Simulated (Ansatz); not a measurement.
**Response to strain in InP**

Start from InP in the zinc blende structure (space group F-43m, No. 216).

```xyz
2
Lattice="0.0000 2.9392 2.9392 2.9392 0.0000 2.9392 2.9392 2.9392 0.0000" Properties=species:S:1:pos:R:3 pbc="T T T"
In     0.0000     0.0000     0.0000
P      1.4696     1.4696     1.4696
```

Cartesian axes are those of the cell as printed.

Strains are applied to the cell and any free atomic positions relax; under biaxial strain the out-of-plane vector relaxes too.

Level of theory: DFT with PBEsol, PAW potentials and a 420 eV plane-wave cutoff in Ansatz (a quantum-chemistry and plane-wave program), without spin-orbit coupling.

Candidates:
(a) biaxial strain +2.50 %, plane normal [001], relaxed out of plane
(b) biaxial strain +2.00 %, plane normal [001], relaxed out of plane
(c) biaxial strain +0.50 %, plane normal [001], relaxed out of plane
(d) biaxial strain −0.50 %, plane normal [001], relaxed out of plane
(e) biaxial strain +1.00 %, plane normal [001], relaxed out of plane

Question: Order them by out-of-plane strain, highest first.

Answer: (d) biaxial strain −0.50 %, plane normal [001], relaxed out of plane (+0.55 %), (c) biaxial strain +0.50 %, plane normal [001], relaxed out of plane (-0.56 %), (e) biaxial strain +1.00 %, plane normal [001], relaxed out of plane (-1.12 %), (b) biaxial strain +2.00 %, plane normal [001], relaxed out of plane (-2.27 %), (a) biaxial strain +2.50 %, plane normal [001], relaxed out of plane (-2.85 %)

Stability against distortions was not tested.
